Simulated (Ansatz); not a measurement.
A thin film of SiC in the zinc blende structure is deposited stress-free at 975 K on a thick substrate of diamond Si and cooled to 300 K. Take the in-plane direction as the cubic or basal-plane axis of each crystal, and these free lattice constants from quasi-harmonic approximation on LDA in Ansatz (a quantum-chemistry and plane-wave program).

| crystal | a at 300 K (Å) | a at 975 K (Å) |
|---|---|---|
| SiC | 4.34160 | 4.35406 |
| Si | 5.41145 | 5.42509 |

 Spin-orbit coupling is not included.

Task: What in-plane thermal strain does the film carry at 300 K, and is it tensile or compressive?

Result: With logarithmic strains ln(a_hot/a_300): left free, the film would shrink by 0.287 % and the substrate by 0.252 %. The film is held to the substrate, so its strain is 0.035 %: tensile. Plastic relief and phase changes are ignored.
